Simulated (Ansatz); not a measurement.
Band structure of W3B3Co (Cmcm, 14 atoms in the cell).

```
CELL_PARAMETERS angstrom
      1.61236    -4.27964     0.00000
      1.61236     4.27964     0.00000
      0.00000     0.00000    10.90287
ATOMIC_POSITIONS crystal
  W  0.78990 0.21010 0.10640
  W  0.21010 0.78990 0.60640
  W  0.21010 0.78990 0.89360
  W  0.78990 0.21010 0.39360
  B  0.09290 0.90710 0.11360
  B  0.90710 0.09290 0.61360
  B  0.90710 0.09290 0.88640
  B  0.09290 0.90710 0.38640
  W  0.50000 0.50000 0.25000
  W  0.50000 0.50000 0.75000
  B  0.20470 0.79530 0.25000
  B  0.79530 0.20470 0.75000
  Co 0.50000 0.50000 0.00000
  Co 0.50000 0.50000 0.50000
```
Moments meant for the start (each program seeds them in its own way; μB, in the order of the atoms W W W W B B B B W W B B Co Co): 0.0 0.0 0.0 0.0 0.0 0.0 0.0 0.0 0.0 0.0 0.0 0.0 3.0 3.0.

Method: PBEsol, default PAW files made with PBE (plane waves; Ansatz, an electronic-structure program).

Settings: kpoints.mp_grid.grid = 4 4 2; kpoints.mp_grid.shift = 0.5 0.5 0.5; hamiltonian.xc = pbesol; hamiltonian.pseudopotentials = {kind: paw} (the program's default PAW files); magnetization.spin_polarized = true; scf.occupations.method = fermi_dirac; scf.occupations.width = 0.1 eV; kpoints.band_path.npoints = 6.

The starting cell comes from a database of published, mostly measured structures (it also holds non-ambient and calculated ones), without a prior relaxation at this level. Its lattice was rescaled by a random factor within 2.5 % of one. Spin-orbit coupling is off. The starting moments vanished: the run ended non-magnetic, which need not be the lowest state. The program warned that a starting moment was not kept.

Levels in eV from the Fermi level, bands 65 to 72 of the first spin channel:
```json
[
 {"point": "Γ", "65": "-0.54", "66": "-0.22", "67": "-0.07", "68": "-0.01", "69": "0.19", "70": "0.26", "71": "0.82", "72": "0.87"},
 {"point": "X", "65": "-0.91", "66": "-0.73", "67": "-0.52", "68": "-0.38", "69": "0.63", "70": "0.67", "71": "1.01", "72": "1.58"},
 {"point": "S", "65": "-0.92", "66": "-0.91", "67": "-0.36", "68": "0.18", "69": "0.51", "70": "1.09", "71": "1.37", "72": "1.48"},
 {"point": "R", "65": "-0.93", "66": "-0.93", "67": "-0.16", "68": "-0.16", "69": "1.02", "70": "1.02", "71": "1.35", "72": "1.35"},
 {"point": "A", "65": "-0.86", "66": "-0.86", "67": "-0.01", "68": "-0.01", "69": "0.23", "70": "0.23", "71": "1.39", "72": "1.39"},
 {"point": "Z", "65": "-0.42", "66": "-0.42", "67": "-0.01", "68": "-0.01", "69": "0.73", "70": "0.73", "71": "0.85", "72": "0.85"},
 {"point": "Y", "65": "-1.23", "66": "-1.13", "67": "-0.36", "68": "-0.35", "69": "-0.25", "70": "-0.09", "71": "0.01", "72": "0.43"},
 {"point": "X1", "65": "-0.91", "66": "-0.73", "67": "-0.52", "68": "-0.38", "69": "0.63", "70": "0.67", "71": "1.01", "72": "1.58"},
 {"point": "A1", "65": "-0.86", "66": "-0.86", "67": "-0.01", "68": "-0.01", "69": "0.23", "70": "0.23", "71": "1.39", "72": "1.39"},
 {"point": "T", "65": "-0.94", "66": "-0.94", "67": "-0.04", "68": "-0.04", "69": "0.10", "70": "0.10", "71": "0.21", "72": "0.21"}
]
```

Bands cross the Fermi level along this path, so the cell is metallic at this level.

The net moment of the cell came out as 0.00 μB.

Keys are those of Ansatz 0.2.
